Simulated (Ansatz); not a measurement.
# Convergence series on VGe (Fm-3m, 2 atoms in the cell)

```xyz
2
Lattice="0.0000 2.6799 2.6799 2.6799 0.0000 2.6799 2.6799 2.6799 0.0000" Properties=species:S:1:pos:R:3 pbc="T T T"
Ge     0.0000     0.0000     0.0000
V      2.6799     2.6799     2.6799
```
Moments meant for the start (each program seeds them in its own way; μB, in the order of the atoms Ge V): 0.0 2.0.

Method: LDA (PW92), default PAW files made with PBE (plane waves; Ansatz, a program for electronic structure).

The starting cell was generated: these elements placed on a structure prototype, without a prior relaxation; it need not be a known phase or ordering of this composition. With one magnetic atom in the cell only a parallel order is possible. In the base run, with a pressure of about -21 GPa the cell is away from its equilibrium volume at this level. Ansatz's pressure includes its estimate of the finite-basis (Pulay) stress.

Held fixed: hamiltonian.xc = lda; hamiltonian.pseudopotentials = {kind: paw} (the program's default PAW files); magnetization.spin_polarized = true; scf.occupations.method = fermi_dirac; scf.occupations.width = 0.1 eV.

ΔF is the free energy per atom less that of the last row (26 26 26).

The magnetic state is not the same in all runs (site moments differ, or a search went on to a lower state), so steps between rows are not convergence errors alone.

| kpoints.mp_grid.grid | ΔF (meV/atom) | pressure (GPa) | size of the net moment (μB/atom) | k-points | iterations |
|---|---|---|---|---|---|
| 1 1 1 | 5139.9 | 18.49 | 3.50 | 1 | 17 |
| 2 2 2 | 486.0 | -15.86 | 0.99 | 3 | 15 |
| 3 3 3 | 38.9 | -21.02 | 0.38 | 4 | 13 |
| 4 4 4 | 13.2 | -21.26 | 0.47 | 8 | 12 |
| 5 5 5 | 2.3 | -21.39 | 0.44 | 10 | 12 |
| 6 6 6 | 2.2 | -21.36 | 0.45 | 16 | 11 |
| 7 7 7 | 0.80 | -21.37 | 0.44 | 20 | 10 |
| 9 9 9 | 0.33 | -21.37 | 0.44 | 35 | 14 |
| 10 10 10 | 0.14 | -21.37 | 0.44 | 47 | 13 |
| 12 12 12 | 0.07 | -21.36 | 0.45 | 72 | 11 |
| 14 14 14 | 0.02 | -21.35 | 0.45 | 104 | 13 |
| 17 17 17 | 0.01 | -21.35 | 0.45 | 165 | 13 |
| 21 21 21 | 0.00 | -21.35 | 0.45 | 286 | 13 |
| 26 26 26 | 0.00 | -21.35 | 0.45 | 511 | 11 |

Pressure within 0.5 GPa of the last row: from kpoints.mp_grid.grid = 3 3 3 on; the one before it is off by 5.5 GPa. The value it settles on is -21.3 GPa at this level of theory and with the other settings as held.

Energy within 1 meV/atom of the last row: from kpoints.mp_grid.grid = 7 7 7 on; the one before it is off by 2.2 meV/atom.

Keys are those of Ansatz 0.2.
